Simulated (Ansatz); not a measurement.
Pressure series in SnSe

Start from SnSe in the GeS type structure (space group Pnma, No. 62; layered, stacked along the Cartesian x axis).

```
SnSe
1.0
   11.53436     0.00000     0.00000
    0.00000     4.12083     0.00000
    0.00000     0.00000     4.57837
Sn Se
4 4
Direct
  0.11797   0.25000   0.11652
  0.38203   0.75000   0.61652
  0.88203   0.75000   0.88348
  0.61797   0.25000   0.38348
  0.85352   0.25000   0.48537
  0.64648   0.75000   0.98537
  0.14648   0.75000   0.51463
  0.35352   0.25000   0.01463
```

Cell and atoms are relaxed at each pressure.

Calculations: plane-wave PAW DFT at the r2SCAN+rVV10 level (Ansatz, a first-principles code, 500 eV), no spin-orbit coupling, earlier PAW set.

Notes on the quantities. enthalpy: H = E + PV relative to the base's energy.

| case | band gap | shortest interatomic distance | enthalpy | gap character |
|---|---|---|---|---|
| base | 0.89 eV | 275.7 pm | – | indirect, k = (0, 0, 0.429) in the run's primitive reciprocal basis → Y–Γ (33 % along) |
| pressure 0.9 GPa | (withheld) | (withheld) | +0.15 eV/atom | indirect, k = (0, 0, 0.429) in the run's primitive reciprocal basis → Y–Γ (33 % along) |
| pressure 2.1 GPa | 0.67 eV | 273.9 pm | +0.35 eV/atom | indirect, k = (0, 0, 0.429) in the run's primitive reciprocal basis → Γ |
| pressure 4.5 GPa | 0.31 eV | 271.8 pm | +0.72 eV/atom | indirect, k = (0, 0, 0.429) in the run's primitive reciprocal basis → Γ |

**Question.** Fill in the withheld entries from the trend.

**Answer.** 
- pressure 0.9 GPa, band gap: 0.79 eV
- pressure 0.9 GPa, shortest interatomic distance: 275.0 pm

Load acts through the strain it causes; cell and atoms are relaxed under it. Gaps are Kohn–Sham eigenvalue differences; semilocal functionals usually give less than the measured gap. Whether these cells are dynamically stable was not tested.
